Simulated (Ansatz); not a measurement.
Bulk modulus B0 of MoPt₂ (Immm, No. 71) at several levels of theory

No measured value is used here.

Task: Put these levels in order of the bulk modulus B0 that they give for MoPt₂ (Immm, No. 71), smallest first: BLYP (Ansatz, an electronic-structure program), PBEsol-D3(BJ) (Ansatz), r²SCAN-D4 (Ansatz).

Result: BLYP (228 GPa), r²SCAN-D4 (301 GPa), PBEsol-D3(BJ) (330 GPa)

Unless a cell is named, each level is at its own relaxed cell (BLYP 16.21, PBEsol-D3(BJ) 14.48, r²SCAN-D4 15.00 Å³/atom).

Density-functional levels without +SOC have no spin–orbit coupling. PBEsol-D3(BJ), r²SCAN-D4, BLYP: the relaxation could not lower the start's symmetry, so the cell can be a saddle point above a distorted one. Each level is taken at its own relaxed cell. Cutoffs differ between the levels. Ansatz's density-functional and Hartree–Fock values are scalar-relativistic unless marked +SOC, with PAW data made under PBE.
